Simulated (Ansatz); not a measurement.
## What isotropic strain −0.60 % does to SiO2

The parent structure is SiO2 in the rutile structure (space group P4_2/mnm, No. 136; a = 4.1549 Å, c = 2.6615 Å).

Now apply this change: the cell is scaled by 0.9940 in all directions, atoms relaxed at fixed cell.

Computed with Ansatz (a program for electronic structure), LDA, PAW, cutoff 420 eV, spin-orbit coupling left out. Settings: 8×8×12 k-points, 0.05 eV Fermi–Dirac smearing.

| quantity | base | changed | shift |
|---|---|---|---|
| volume per atom | 7.66 Å³ | 7.52 Å³ | -0.14 Å³ |
| space group | P4_2/mnm (No. 136) | P4_2/mnm (No. 136) | – |
| energy relative to the base (free energy F) | 0 meV/atom | +2.5 meV/atom | +2.5 meV/atom |
| pressure (mean of the normal stresses, compression positive) | -0.01 GPa | 5.98 GPa | +5.99 GPa |
| band gap | 5.81 eV | 6.12 eV | +0.31 eV |
| gap character | direct at Γ | direct at Γ | – |
| mean gap deformation potential ΔEg/Δln V | – | -17.1 eV | – |
| width of the top valence band | 2.76 eV | 2.82 eV | +0.06 eV |
| electron mass | 0.40 mₑ along c, 0.52 mₑ across (at Γ) | 0.41 mₑ along c, 0.54 mₑ across (at Γ) | – |
| hole mass | 1.7 mₑ along c, 1.1 mₑ across (at Γ) | 1.6 mₑ along c, 1.1 mₑ across (at Γ) | – |
| valence-band top at Γ (three highest levels, from the VBM) | 0.00, -0.91, -0.91 eV | 0.00, -0.93, -0.93 eV | – |
| valley order (the lowest conduction-band minima on the path, energy above the VBM, named in the base's zone) | Γ 5.81 eV; A (1/2, 1/2, 1/2) 7.19 eV | Γ 6.12 eV; A (1/2, 1/2, 1/2) 7.37 eV | – |

Effective masses come from finite differences of ±0.01 Å⁻¹. No phonon test of stability was made.
